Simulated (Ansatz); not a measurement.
**How the bulk modulus B0 of PtAg (model structure, P4/mmm, No. 123, 2 atoms in the cell) moves with the method**

No measured value is used here.

| level (code) | value (GPa) | cell (Å³/atom) |
|---|---|---|
| LDA (Ansatz) | 210 | 15.31 |
| PBE (Ansatz) | 155 | 16.57 |
| PBEsol (Ansatz) | 190 | 15.73 |

Density-functional levels without +SOC have no spin–orbit coupling. LDA, PBE, PBEsol: the bulk modulus is −V dP/dV from two relaxed cells at ±2 % in volume. Each level is taken at its own relaxed cell. Ansatz's density-functional and Hartree–Fock values are scalar-relativistic unless marked +SOC, with PAW data made under PBE.

A model structure was made by putting elements into a prototype or built by hand; it is no filed structure, need not be a known phase, and can be a saddle point held by its symmetry.

Ansatz is a first-principles code.
